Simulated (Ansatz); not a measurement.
ZrSi2, treated with HSE06 (Ansatz, an electronic-structure program, plane waves, PAW).

Numerical settings: plane-wave cutoff 520 eV, 8×8×8 k mesh, Fermi–Dirac smearing 0.03 eV, scalar-relativistic PAW data made under PBE.

Starting structure:

```yaml
crystal:
  lattice:
    - [1.86500, -7.36000, 0.00000]
    - [1.86500, 7.36000, 0.00000]
    - [0.00000, 0.00000, 3.67000]
  atoms:
    - { symbol: Zr, position: [0.60400, 0.39600, 0.75000] }
    - { symbol: Zr, position: [0.39600, 0.60400, 0.25000] }
    - { symbol: Si, position: [0.93900, 0.06100, 0.75000] }
    - { symbol: Si, position: [0.06100, 0.93900, 0.25000] }
    - { symbol: Si, position: [0.25000, 0.75000, 0.75000] }
    - { symbol: Si, position: [0.75000, 0.25000, 0.25000] }
```

Q: Into what structure does the relaxation of cell and atoms lead at this level, with the symmetry of the start kept?

A: The volume decreases by 1.5 %; final space group Cmcm.
```yaml
crystal:
  lattice:
    - [1.83663, -7.38385, 0.00000]
    - [1.83663, 7.38385, 0.00000]
    - [0.00000, 0.00000, 3.66024]
  atoms:
    - { symbol: Zr, position: [0.60578, 0.39422, 0.75000] }
    - { symbol: Zr, position: [0.39422, 0.60578, 0.25000] }
    - { symbol: Si, position: [0.94732, 0.05268, 0.75000] }
    - { symbol: Si, position: [0.05268, 0.94732, 0.25000] }
    - { symbol: Si, position: [0.24989, 0.75011, 0.75000] }
    - { symbol: Si, position: [0.75011, 0.24989, 0.25000] }
```

Note: the run warned that the count of filled bands differs between k points; the relaxation could not lower the start's symmetry, so the cell can be a saddle point above a distorted one.
